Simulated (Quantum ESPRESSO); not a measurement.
**Several settings converged on HfO2 (Fm-3m, 3 atoms in the cell)**

```yaml
crystal:
  lattice:
    - [0.00000, 2.53238, 2.53238]
    - [2.53238, 0.00000, 2.53238]
    - [2.53238, 2.53238, 0.00000]
  atoms:
    - { symbol: Hf, position: [0.00000, 0.00000, 0.00000] }
    - { symbol: O, position: [0.25000, 0.25000, 0.25000] }
    - { symbol: O, position: [0.75000, 0.75000, 0.75000] }
```

Base method: PBE, PseudoDojo standard norm-conserving (PBE) pseudopotentials (plane waves; Quantum ESPRESSO 7.5).

Base settings: ecutwfc = 85 Ry; occupations = smearing; smearing = fd; degauss = 0.00147 Ry; potentials = {Hf: Hf.upf, O: O.upf}; K_POINTS = automatic 8 8 8 0 0 0; conv_thr = 1e-10 Ry; mixing_beta = 0.3.

**Zone-centre phonons against the cutoff**

In this ladder: occupations = fixed; smearing = default; degauss = default; nbnd = 14; ph.x.tr2_ph = 1e-14; ph.x.fildyn = dyn.G; ph.x.epsil = true; dynmat.x.fildyn = dyn.G; dynmat.x.asr = crystal.

The mesh stays at the base's, so the ladder's end is converged at best in this setting alone.

Frequencies are those of the unrelaxed cell, without the LO-TO term of polar crystals.

Only quantities that move along the ladder and can be compared are tabulated.

| ecutwfc | highest zone-centre frequency (cm⁻¹) | lowest optical frequency (cm⁻¹) | largest Born charge (mean of the diagonal) (e) | mean ε∞ |
|---|---|---|---|---|
| 42 Ry | 580.7 | 227.6 | 5.518 | 5.238 |
| 59 Ry | 576.1 | 224.7 | 5.501 | 5.160 |
| 72 Ry | 575.5 | 226.1 | 5.502 | 5.157 |
| 85 Ry | 575.1 | 225.7 | 5.502 | 5.157 |

Coarsest ecutwfc that holds the largest Born charge (mean of the diagonal) within 0.01 e of the last step, with all finer ones: 59 Ry; the step before is off by 0.016 e.

Coarsest ecutwfc that holds the highest zone-centre frequency within 2 cm⁻¹ of the last step, with all finer ones: 59 Ry; the step before is off by 5.5 cm⁻¹.

**Zone-centre phonons against the mesh**

In this ladder: occupations = fixed; smearing = default; degauss = default; nbnd = 14; ph.x.tr2_ph = 1e-14; ph.x.fildyn = dyn.G; ph.x.epsil = true; dynmat.x.fildyn = dyn.G; dynmat.x.asr = crystal.

Frequencies are those of the unrelaxed cell, without the LO-TO term of polar crystals.

Only quantities that move along the ladder and can be compared are tabulated.

| K_POINTS | highest zone-centre frequency (cm⁻¹) | lowest optical frequency (cm⁻¹) | largest Born charge (mean of the diagonal) (e) | mean ε∞ |
|---|---|---|---|---|
| automatic 3 3 3 0 0 0 | 569.9 | 215.2 | 5.570 | 5.357 |
| automatic 5 5 5 0 0 0 | 575.0 | 225.6 | 5.504 | 5.160 |
| automatic 7 7 7 0 0 0 | 575.1 | 225.7 | 5.502 | 5.157 |
| automatic 9 9 9 0 0 0 | 575.1 | 225.7 | 5.502 | 5.157 |

Coarsest K_POINTS that holds the largest Born charge (mean of the diagonal) within 0.02 e of the last step, with all finer ones: automatic 5 5 5 0 0 0; the step before is off by 0.068 e.

Coarsest K_POINTS that holds the lowest optical frequency within 2 cm⁻¹ of the last step, with all finer ones: automatic 5 5 5 0 0 0; the step before is off by 10 cm⁻¹.

Coarsest K_POINTS that holds the highest zone-centre frequency within 2 cm⁻¹ of the last step, with all finer ones: automatic 5 5 5 0 0 0; the step before is off by 5.2 cm⁻¹.

**The dielectric constant against the mesh**

In this ladder: occupations = fixed; smearing = default; degauss = default; nbnd = 14; ph.x.tr2_ph = 1e-14; ph.x.trans = false; ph.x.epsil = true; ph.x.zeu = true.

Only quantities that move along the ladder and can be compared are tabulated.

```tsv
K_POINTS	largest Born charge (mean of the diagonal) (e)	mean ε∞
automatic 3 3 3 0 0 0	5.570	5.357
automatic 4 4 4 0 0 0	5.511	5.176
automatic 5 5 5 0 0 0	5.504	5.160
automatic 11 11 11 0 0 0	5.502	5.157
```

Coarsest K_POINTS that holds the largest Born charge (mean of the diagonal) within 0.05 e of the last step, with all finer ones: automatic 4 4 4 0 0 0; the step before is off by 0.068 e.

Coarsest K_POINTS that holds the mean ε∞ within 0.1 of the last step, with all finer ones: automatic 4 4 4 0 0 0; the step before is off by 0.20.

On the base run: the starting cell has typed, rounded lattice constants, without a prior relaxation at this level. Its lattice was rescaled by up to half a per cent.
